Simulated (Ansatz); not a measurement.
Consider the following.

```
BaO
1.0
    0.00000     2.49095     2.49095
    2.49095     0.00000     2.49095
    2.49095     2.49095     0.00000
Ba O
1 1
Direct
  0.00000   0.00000   0.00000
  0.50000   0.50000   0.50000
```

No spin polarisation.

Method: Kohn–Sham DFT with the PBE functional, run in Ansatz (a first-principles code) with PAW and 420 eV plane waves, no SOC. k-mesh 10×10×10 (Γ-centred); smearing 0.05 eV (Fermi–Dirac).

Task: Estimate the electron mass.

Result: 1.2 mₑ along k, 0.34 mₑ across (at X).

Task: Predict the band gap.

Result: 0.35 eV.

Load acts through the strain it causes; cell and atoms are relaxed under it. Masses are band curvatures over ±0.01 Å⁻¹ around the edge. Along k means along the line from Γ to the band edge. Stability against distortions was not tested. Competing high-pressure phases were not computed. The cell was made from BaO in the rock salt structure (space group Fm-3m, No. 225) by this change: pressure 50 GPa.
